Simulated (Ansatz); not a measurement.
The parent structure is HfS₂ in the CdI2 type structure (space group P-3m1, No. 164; a = 3.606 Å, c = 5.768 Å; layered, stacked along the Cartesian z axis).

Calculations: Ansatz (a program for electronic structure) PBE-D3(BJ), no spin-orbit coupling.

For the base:

| Item | Value |
|---|---|
| Pressure | 0.00 GPa |

The change: an isotropic linear strain of +0.91 %, atoms relaxed at fixed cell.

### Question
Predict the new pressure.

### Answer
The pressure (mean of the normal stresses, compression positive) goes from zero to -1.18 GPa.

### Question
What happens to the energy relative to the base?

### Answer
The energy goes up by 2.3 meV/atom.

### Question
How does this affect the largest internal atomic displacement?

### Answer
The largest internal atomic displacement amounts to 0.026 Å.

Whether these cells are dynamically stable was not tested.
